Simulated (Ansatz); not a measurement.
# A computed series for hypothetical fluorite ZrSe2: response to strain

Consider ZrSe₂ in the fluorite structure (space group Fm-3m, No. 225; a = 6.507 Å; a hypothetical phase, not in the database extracts checked; relaxed with 0.1 eV smearing). Axes: x, y, z lie along the cube axes.

Strains are applied to the cell and any free atomic positions relax; under biaxial strain the out-of-plane vector relaxes too.

All numbers come from Kohn–Sham DFT with the PBEsol functional, run in Ansatz (a program for electronic structure) with PAW and 420 eV plane waves, spin-orbit coupling left out.

Notes on the quantities. energy relative to the base: free energy F; pressure: mean of the normal stresses, compression positive.

| variant | energy relative to the base | space group | pressure | volume per atom |
|---|---|---|---|---|
| base | 0 meV/atom | Fm-3m (No. 225) | 0.0 GPa | 22.96 Å³ |
| biaxial strain −0.78 %, plane normal [001], relaxed out of plane | +1.6 meV/atom | I4/mmm (No. 139) | 0.9 GPa | 22.73 Å³ |
| biaxial strain −0.55 %, plane normal [110], relaxed out of plane | +0.2 meV/atom | Immm (No. 71) | 0.2 GPa | 22.91 Å³ |
| biaxial strain +4.70 %, plane normal [110], relaxed out of plane | +0.4 meV/atom | Immm (No. 71) | -0.4 GPa | 22.60 Å³ |
| isotropic strain −1.75 % | +19 meV/atom | Fm-3m (No. 225) | 5.4 GPa | 21.77 Å³ |
| isotropic strain +1.14 % | +7.5 meV/atom | Fm-3m (No. 225) | -2.9 GPa | 23.75 Å³ |
| uniaxial strain ε_yy = +4.71 % | +25 meV/atom | I4/mmm (No. 139) | -3.9 GPa | 24.04 Å³ |
| uniaxial strain ε_zz = +2.63 % | +7.8 meV/atom | I4/mmm (No. 139) | -2.3 GPa | 23.56 Å³ |
| tensor shear ε_yz = −2.40 % | -1.5 meV/atom | Immm (No. 71) | -0.1 GPa | 22.94 Å³ |
| tensor shear ε_yz = +0.88 % | -0.2 meV/atom | Immm (No. 71) | 0.0 GPa | 22.96 Å³ |

A biaxial case was relaxed in a doubled cell and then solved in the primitive one. Stability against distortions was not tested. The final runs are not spin-polarised. Under tensor shear ε_yz = −2.40 % and tensor shear ε_yz = +0.88 % the cell ends below the base's energy or with stress of the wrong sign: the atoms slid into a distortion or the cell is elastically unstable, so the base is not a stable minimum at this level.
